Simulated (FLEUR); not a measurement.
A self-consistent single point of Mg3Sc (Pm-3m, 4 atoms in the cell) with FLEUR.

Level of theory: PBEsol, all-electron FLAPW (FLEUR), scalar-relativistic valence.

The change in words: lattice scaled by 0.98. Reference geometry:
```yaml
crystal:
  lattice:
    - [4.62552, 0.00000, 0.00000]
    - [0.00000, 4.62552, 0.00000]
    - [0.00000, 0.00000, 4.62552]
  atoms:
    - { symbol: Mg, position: [0.50000, 0.50000, 0.00000] }
    - { symbol: Mg, position: [0.00000, 0.50000, 0.50000] }
    - { symbol: Mg, position: [0.50000, 0.00000, 0.50000] }
    - { symbol: Sc, position: [0.00000, 0.00000, 0.00000] }
```

Reference input (self-consistent single point, DFT, PBEsol, all-electron FLAPW (FLEUR), scalar-relativistic valence): Kmax = 3.8 1/bohr; GmaxXC = 15.2 1/bohr; xcFunctional = PBEs; jspins = 1; l_soc = F; mode = hist; fermiSmearingEnergy = 0.00183747 Htr; mesh (inpgen div1-3) = 10 10 10; inpgen gamma flag = true; Gmax = 15.2 1/bohr; numbands = 0; maxIterBroyd = 15. This run's input differs from it in these lines:

```diff
@@ -6,3 +6,3 @@
 0.0000000000 0.0000000000 1.0000000000
-8.7409603148
+8.5661417510
 1.0 1.0 1.0
@@ -46,5 +46,5 @@
          <bravaisMatrix>
-            <row-1>    8.7409603148000006     0.0000000000000000     0.0000000000000000</row-1>
-            <row-2>    0.0000000000000000     8.7409603148000006     0.0000000000000000</row-2>
-            <row-3>    0.0000000000000000     0.0000000000000000     8.7409603148000006</row-3>
+            <row-1>    8.5661417510000000     0.0000000000000000     0.0000000000000000</row-1>
+            <row-2>    0.0000000000000000     8.5661417510000000     0.0000000000000000</row-2>
+            <row-3>    0.0000000000000000     0.0000000000000000     8.5661417510000000</row-3>
          </bravaisMatrix>
```

Output, abridged:

```
 Iteration:     1   Distance:       2.69801048 me/bohr^3
 Iteration:     2   Distance:       2.53242333 me/bohr^3
 Iteration:     3   Distance:       1.51464386 me/bohr^3
 Iteration:     4   Distance:       0.66601573 me/bohr^3
 Iteration:     5   Distance:       0.82637695 me/bohr^3
   [... 6 lines left out ...]
 Iteration:    12   Distance:       0.00108890 me/bohr^3
 Iteration:    13   Distance:       0.00003817 me/bohr^3
 Iteration:    14   Distance:       0.00002913 me/bohr^3
 Iteration:    15   Distance:       0.00000250 me/bohr^3
 Run finished successfully
 Stop message:
   Structural relaxation: Done

[file out, last iteration]
             iter=     16
[...]
          total density-effective poten   -2.1336898773E+03
          total charge density-energy d   -8.6151028344E+01
 Updated energy parameters for spin:           1
[...]
 fermi energy and band-weighting factors:

[...]
FERMIE:
          first approx. to ef    (T=0)  :   0.152422 htr   (energy of the highest occ. eigenvalue)
          number of occ. states  (T=0)  :       1148
          first approx. to seigv (T=0)  : -48.827173 htr
          sum of weights of occ. states :  20.507000
          sum of semicore charge        :   0.000000 e
FERHIS:  Fermi-Energy by histogram:
          bandgap                     :   0.000759 htr
   [... lines left out ...]
          charge neutrality (T=0)     :   0.014000    (zero if the highest occ. eigenvalue is "entirely" occupied)
     EF_NEWTON:  Adjust Fermi-Energy by Newton-Method.
 Direct bandgap for spin            1 :    5.4340753461301350E-003  Htr
 ---->    free energy=                     -1363.0463505015 htr
   [... lines left out ...]
      extrapolation for T->0
 ---->    total electron energy=           -1363.0457797670 htr
 ***** TOTAL FORCES ON ATOMS *****
 TOTAL FORCE FOR ATOM TYPE=  1  X=  4.283   Y=  4.283   Z=  0.000
                       FX_TOT= 0.000000 FY_TOT= 0.000000 FZ_TOT= 0.000000
 TOTAL FORCE FOR ATOM TYPE=  2  X=  0.000   Y=  0.000   Z=  0.000
                       FX_TOT= 0.000000 FY_TOT= 0.000000 FZ_TOT= 0.000000
 Structural relaxation: Done
```

The run converged in 15 iterations. FLEUR gives forces in its relaxation mode, with a further iteration, so its stop message speaks of a relaxation. Against the reference run the free energy falls by 23.5 meV/atom.

The starting cell comes from a database of computed structures (which also holds hypothetical and non-ambient phases and stackings), without a prior relaxation at this level. Its lattice was rescaled by a random factor within 2.5 % of one. For this run, on top of that: lattice scaled by 0.98. Values depend on the basis (sphere radii, cutoffs, local orbitals), which need not be converged. The log's line on a gap gives a spacing of levels on this mesh, which the program prints for metals too.

Cost on one core of a shared machine: roughly 2 min.
